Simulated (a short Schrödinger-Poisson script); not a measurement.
Stack: MOS inversion layer, Al2O3 on p-type Si(100), at 300 K.

```csv
layer,material,thickness (nm),Na (cm⁻³)
1,Al2O3,4.6,-
2,Si,630,4.6e17
```

The device is made up for the run: typed textbook-type constants, with dimensions and the other settings drawn at random. Al2O3: permittivity 9, conduction-band edge (eV) 2.7, gap (eV) 6.8, electron mass (mₑ) 0.3. Si: permittivity 11.7, conduction-band edge (eV) 0, gap (eV) 1.124, Nv at 300 K (cm⁻³) 3.1e19.

Channel valleys (confinement mass, in-plane density-of-states mass, number): Δ2 0.916, 0.19, 2; Δ4 0.19, 0.417, 4. At the gate the conduction-band edge of layer 1 lies 3 eV − eVg above the Fermi level of the channel; the field vanishes at the back. Gaps are held at their typed values at every temperature. Mesh 0.03 nm at interfaces.

From a short Schrödinger-Poisson script (our own, NumPy): 1D Poisson equation in equilibrium, electrons quantum, Hartree (BenDaniel-Duke, 12 states a valley, the channel's in-plane mass for all, wave functions ending at the dielectric), parabolic valleys, classical holes, full ionisation, no traps, pinning or gate leakage.

The same stack at other levels of the model or other numerical settings:

```tsv
run	sheet density of all electrons at Vg = 2 V (cm⁻²)	sheet density of all electrons at Vg = 0.8 V (cm⁻²)	capacitance at Vg = 2 V (μF/cm²)	centroid of the channel electrons at Vg = 2 V (nm)	rough cost against the base
base	1.23e13	1.84e12	1.46	1.36	about 1
electrons treated as classical, Boltzmann	1.49e13	[?]	[?]	0.33	0.03
electrons treated as classical, Fermi-Dirac	1.42e13	2.66e12	1.58	[?]	0.2
mesh six times as coarse	1.23e13	1.84e12	1.46	1.36	0.3
one subband a valley	1.23e13	1.83e12	1.46	1.34	0.6
```

Problem. Complete the blanks.

Solution. 
- electrons treated as classical, Boltzmann, capacitance at Vg = 2 V (μF/cm²): 1.67
- electrons treated as classical, Boltzmann, sheet density of all electrons at Vg = 0.8 V (cm⁻²): 2.74e12
- electrons treated as classical, Fermi-Dirac, centroid of the channel electrons at Vg = 2 V (nm): 0.55

The classical rows ignore confinement, and Boltzmann statistics overrate the density once the band edge passes the Fermi level.
